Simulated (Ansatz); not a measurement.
Output of an Ansatz run (abridged):

```
WARN ansatz: RAYON_NUM_THREADS=1 ignored (pool sized by the plan → 1); use --threads N
Pseudopotentials: kind: paw
Pseudopotential: Cd, paw, valence charge 20
Pseudopotential: Hg, paw, valence charge 20
Pseudopotential: Se, paw, valence charge 16
Crystal: 4 atoms, lattice volume = 115.561 Å³
Basis set: ecut = 420 eV, 2277 PW (Γ)
Bands: 44, of which v1, the nominal top of the filled ones, is band 36 counted from 1 (35 counted from 0)
Symmetry: 8 space group operations
Space group: P-4m2 (ITA 115), of the structure as read, at distance tolerance 4.9e-5 Å
k-points: 60 of 384 (time reversal used)
PAW frozen core: Cd, regenerated for the run's functional, and the local potential with it
PAW frozen core: Hg, regenerated for the run's functional, and the local potential with it
PAW frozen core: Se, regenerated for the run's functional, and the local potential with it
Initial density: superposition of atomic densities (neutral atoms: chi_scale 0, normalization atom), corrected by the library's trained network
Initial wavefunctions: pseudopotential atomic-orbital guess
Eigensolver: davidson
Functional: x = slater, c = lda
SCF iter   1: F=—  HF=-32408.243728 eV  |F-HF|=—  |Δ(HF+E_count)|=         —  Δρ=6.14e-3  dr2=3.55e-2  ethr=1.77e-3  ⟨swp⟩=6.6  Hψ=9693  notcnv=0  defer=13
all-band conjugate gradients solve this SCF's bands
preconditioner: auto → Resta (q_TF=auto, 2.521 Å⁻¹)
SCF iter   2: F=—  HF=-32408.234970 eV  |F-HF|=—  |Δ(HF+E_count)|=   8.76e-3  Δρ=2.83e-3  dr2=8.03e-3  ethr=4.93e-5  ⟨swp⟩=2.3  Hψ=4385  notcnv=0  defer=24
SCF iter   3: F=—  HF=-32408.233317 eV  |F-HF|=—  |Δ(HF+E_count)|=   1.65e-3  Δρ=8.86e-4  dr2=9.19e-4  ethr=1.12e-5  ⟨swp⟩=2.0  Hψ=2676  notcnv=0  defer=24
SCF iter   4: F=—  HF=-32408.233284 eV  |F-HF|=—  |Δ(HF+E_count)|=   3.34e-5  Δρ=2.00e-4  dr2=5.85e-5  ethr=1.28e-6  ⟨swp⟩=2.0  Hψ=2786  notcnv=0  defer=24
SCF iter   5: F=—  HF=-32408.233315 eV  |F-HF|=—  |Δ(HF+E_count)|=   3.08e-5  Δρ=6.64e-5  dr2=5.80e-6  ethr=8.12e-8  ⟨swp⟩=2.0  Hψ=3074  notcnv=0  defer=24
SCF iter   6: F=—  HF=-32408.233316 eV  |F-HF|=—  |Δ(HF+E_count)|=   1.53e-6  Δρ=1.84e-5  dr2=4.84e-7  ethr=8.05e-9  ⟨swp⟩=2.0  Hψ=4329  notcnv=0  defer=24
SCF iter   7: F=-32408.233317 eV  HF=-32408.233317 eV  |F-HF|=2.50e-8  |Δ(HF+E_count)|=   1.92e-7  Δρ=5.32e-6  dr2=2.95e-8  ethr=1.39e-10  ⟨swp⟩=8.6  Hψ=11534  notcnv=0
SCF 1 converged in 7 iterations: F = -32408.233317 eV  dr2 = 2.95e-8
SCF converged after 7 iterations
Free energy (F): -32408.233317 eV
Harris-Foulkes:  -32408.233317 eV  (|F-HF|=2.50e-8)
Internal energy: -32408.232745 eV  (E = F + TS)
E sigma→0 (E₀):  -32408.233031 eV
Entropy (-TS):   -0.000571 eV (-0.143 meV/atom)
Fermi energy:    7.481364 eV
--- Per-component energies (eV) ---
  E_band       = -1812.400038
  E_kinetic    = 1345.397909
  E_local      = -12309.212996  (includes V_loc(G=0)·N_el)
  E_nonlocal   = -1056.001610
  E_hartree    = 5723.853640
  E_xc         = -600.029800
  E_vxc        = -678.292410  (∫ρ·V_xc dr)
  E_paw        = -17256.801231  (= ΣΔE_a)
  E_vpaw       = -562.002217  (= ΣTr[D̂ρ^β])
  E_aug_tail   = -0.000414  (compensation charges beyond the density's cutoff)
  E_ewald      = -8261.215629
  E_core_change = 5.777386  (= ΣΔE_core)
  E_smearing   = -0.000571  (= −TS)
  E_closure    = -0.000000  (closes the sum)
  Σ components = -32408.233317   (vs F -32408.233317, Δ=0.00e0)
--- Forces (eV/Å), atoms counted from 1 ---
  atom   1  Cd    -0.00000000     0.00000000     0.00000000
  atom   2  Hg    -0.00000000     0.00000000     0.00000000
  atom   3  Se     0.00000000     0.00000000    -0.00607732
  atom   4  Se     0.00000000     0.00000000     0.00607732
  max |Σ_I F_I| component: 3.12e-17 eV/Å
--- Stress (GPa, compression-positive) ---
       -2.551842       0.000000      -0.000000
        0.000000      -2.551842       0.000000
       -0.000000       0.000000      -2.559657
  P = ⅓ Tr σ = -2.5544 GPa (-25.544 kbar)
  The stress holds the Pulay correction. Without it, at fixed plane waves, as pw.x and ABINIT print it: P = -2.5808 GPa
--- Band table (eV; the first three rows and the last of 60) ---
  k-point 0: bands = ["-106.8760", "-94.1777", "-55.3237", "-55.3235", "-55.3235", "-55.1901", "-55.1868", "-55.1868", "-39.8228", "-39.8227", "-39.8223", "-39.8223", "-39.8070", "-39.8069", "-39.7979", "-39.7979", "-39.7944", "-39.7943", "-5.5104", [...]
  k-point 1: bands = ["-106.8760", "-94.1777", "-55.3237", "-55.3235", "-55.3235", "-55.1901", "-55.1868", "-55.1868", "-39.8228", "-39.8227", "-39.8223", "-39.8223", "-39.8070", "-39.8069", "-39.7979", "-39.7979", "-39.7944", "-39.7943", "-5.4757", [...]
  k-point 2: bands = ["-106.8760", "-94.1777", "-55.3237", "-55.3235", "-55.3235", "-55.1901", "-55.1868", "-55.1868", "-39.8228", "-39.8227", "-39.8223", "-39.8223", "-39.8070", "-39.8069", "-39.7979", "-39.7979", "-39.7944", "-39.7943", "-5.3809", [...]
  k-point 59: bands = ["-106.8760", "-94.1777", "-55.3237", "-55.3236", "-55.3236", "-55.1901", "-55.1869", "-55.1869", "-39.8227", "-39.8227", "-39.8224", "-39.8223", "-39.8070", "-39.8070", "-39.7980", "-39.7979", "-39.7943", "-39.7943", [...]
```

The structure:

```
CELL_PARAMETERS angstrom
      4.34241     0.00000     0.00000
      0.00000     4.34241     0.00000
      0.00000     0.00000     6.12844
ATOMIC_POSITIONS crystal
  Cd 0.50000 0.50000 0.50000
  Hg 0.00000 0.00000 0.00000
  Se 0.00000 0.50000 0.25301
  Se 0.50000 0.00000 0.74699
```

Question: What input produced this log?

Answer: Other spellings and defaults could give the same log, and not every line can be read from it. The input that was run (DFT, LDA (PW92), plane waves, default PAW files made with PBE):

Ansatz 0.2 input:
```yaml
# CdHgSe2
crystal:
  lattice:
    - [4.342409, 0.000000, 0.000000]
    - [0.000000, 4.342409, 0.000000]
    - [0.000000, 0.000000, 6.128444]
  atoms:
    - { symbol: Cd, position: [0.500000, 0.500000, 0.500000] }
    - { symbol: Hg, position: [0.000000, 0.000000, 0.000000] }
    - { symbol: Se, position: [0.000000, 0.500000, 0.253010] }
    - { symbol: Se, position: [0.500000, 0.000000, 0.746990] }
basis:
  ecutwfc: 420.0
kpoints:
  mp_grid: { grid: [8, 8, 6] }
hamiltonian:
  xc: lda
  pseudopotentials: { kind: paw }
scf:
  occupations: { method: gaussian, width: 0.1 }
output:
  forces: true
  eigenvalues: true
  stress: true
```

The starting cell comes from a database of computed structures (which also holds hypothetical and non-ambient phases and stackings), without a prior relaxation at this level. Its lattice was rescaled by up to half a per cent. Spin-orbit coupling is off. Ansatz's pressure includes its estimate of the finite-basis (Pulay) stress. The run gives no clean gap (levels at the Fermi energy touch, overlap or are partly filled at this smearing), which alone does not show that the compound is a metal.

Ansatz is an electronic-structure program.
